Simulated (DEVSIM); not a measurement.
System: illuminated Si n-on-p cell, one wavelength, at 300 K.

| layer (left to right) | material | thickness (μm) | Nd (cm⁻³) | Na (cm⁻³) | τn (s) | τp (s) | absorption coefficient (cm⁻¹) |
|---|---|---|---|---|---|---|---|
| 1 | Si | 0.100 | 8e17 | - | 5.5e-7 | 2.6e-7 | 680 |
| 2 | Si | 95.0 | - | 6.3e15 | 1.1e-5 | 1.1e-5 | 680 |

Left contact: ohmic, minority hole recombination velocity 100 cm/s. Right contact: ohmic, minority electron recombination velocity 900 cm/s. Voltage is applied to the left contact. Recombination: SRH at mid-gap, radiative, Auger. Light enters at the left, 7.7e17 photons cm⁻² s⁻¹, one pass, no reflection. Mobility is constant in doping.

This is a model device: material constants are rounded textbook-type values typed into the input, and sizes, dopings and lifetimes were drawn at random. Values at 300 K.

```csv
parameter,Si
gap (eV),1.124
affinity (eV),4.05
permittivity,11.7
Nc (cm⁻³),2.86e19
Nv (cm⁻³),3.1e19
μn (cm²/Vs),1417
μp (cm²/Vs),470
B (cm³/s),4.7e-15
Cn (cm⁶/s),2.8e-31
Cp (cm⁶/s),9.9e-32
```

Model (solved in DEVSIM): 1D drift-diffusion, Boltzmann statistics, complete ionisation; no tunnelling, impact ionisation, image-force lowering or self-heating.

The doping Nd of layer 1 was swept, all else fixed.

```csv
doping Nd of layer 1 (cm^-3),largest field in the device at zero bias (V/cm),potential step across the device at zero bias (V)
2.4e16,32000,0.721
8e16,36000,0.752
2.4e17,42000,0.781
8e17,58000,0.812
2.4e18,90000,0.840
8e18,160000,0.871
```

From the first row to the last the largest field in the device at zero bias goes from 32000 to 160000. From the first row to the last the potential step across the device at zero bias goes from 0.721 to 0.871.
